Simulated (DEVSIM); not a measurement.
System: abrupt Ge p-n junction, at 300 K.

Layer 1 from the left is Ge, thickness (μm) 97.0, Na (cm⁻³) 2.5e17, τn (s) 2.4e-6, τp (s) 2.4e-6. Layer 2 from the left is Ge, thickness (μm) 29.0, Nd (cm⁻³) 5.7e16, τn (s) 2.4e-6, τp (s) 2.4e-6.

Left contact: ohmic. Right contact: ohmic. Voltage is applied to the left contact. Recombination: SRH at mid-gap, radiative. Mobility is constant in doping.

Constants are typed, rounded textbook-type inputs, not results; the design itself was drawn at random and stands for no fabricated device. Values at 300 K.

Ge: gap (eV) 0.664, affinity (eV) 4, permittivity 16, Nc (cm⁻³) 1.04e19, Nv (cm⁻³) 6e18, μn (cm²/Vs) 3900, μp (cm²/Vs) 1900, B (cm³/s) 6.4e-14.

DEVSIM, 1D drift-diffusion, Boltzmann statistics, complete ionisation; no tunnelling, impact ionisation, image-force lowering or self-heating.

Dark forward current:

```csv
|V| (V),|J| (A/cm²)
0.05,0.0001484
0.10,0.001164
0.15,0.008164
0.20,0.05648
0.25,0.3895
0.30,2.651
0.35,16.70
0.40,79.48
0.45,247.4
0.50,561.0
0.55,1049
0.60,1731
0.65,2614
```

### Question
Work out the local ideality factor n = ΔV / (kT/q · ln(J2/J1)) between the rows 0.15 and 0.20 V, 0.60 and 0.65 V.

### Answer
kT/q = 25.85 mV. From 0.15 to 0.20 V: ln(0.05648/0.008164) = 1.934, n = 1.00, near the 1 of diffusion or emission over a barrier. From 0.60 to 0.65 V: ln(2614/1731) = 0.412, n = 4.69.

### Question
Estimate the current at 0.25 V from the Shockley equation with J0 = Σ q ni² D/(N L) coth(W/L), τ joining the SRH, radiative and Auger lifetimes that are on, and W taken as the whole layer.

### Answer
ni² = 4.36e26 cm⁻⁶; electrons in the p layer: μ = 3900 cm²/Vs, D = 101 cm²/s, τ = 2.31e-6 s, L = 153 μm, W/L = 0.64, term 3.29e-6 A/cm²; holes in the n layer: μ = 1900 cm²/Vs, D = 49.1 cm²/s, τ = 2.38e-6 s, L = 108 μm, W/L = 0.27, term 2.13e-5 A/cm². J0 = 2.45e-5 A/cm², and J = J0 exp(qV/kT) = 0.389 A/cm². The simulation gives 0.390 A/cm², the same within the digits that matter. The estimate leaves out recombination in the depletion region and that region's share of W.
